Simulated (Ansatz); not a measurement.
```yaml
crystal:
  lattice:
    - [0.00000, 2.84275, 2.84275]
    - [2.84275, 0.00000, 2.84275]
    - [2.84275, 2.84275, 0.00000]
  atoms:
    - { symbol: Na, position: [0.00000, 0.00000, 0.00000] }
    - { symbol: Cl, position: [0.50000, 0.50000, 0.50000] }
```

No spin polarisation.

Level of theory: PBEsol in Ansatz (plane waves to 420 eV, PAW, spin-orbit coupling left out). Γ-centred 10×10×10 mesh, Fermi–Dirac width 0.05 eV.

**Question.** Predict the band gap and gap character.

**Answer.** 
```json
{
  "band_gap": "4.85 eV",
  "gap_character": "direct at Γ"
}
```

The cells carry an imposed strain or load. Stability against distortions was not tested. The cell was made from NaCl in the rock salt structure (space group Fm-3m, No. 225) by this change: isotropic strain +1.50 %.

Ansatz is a program for electronic structure.
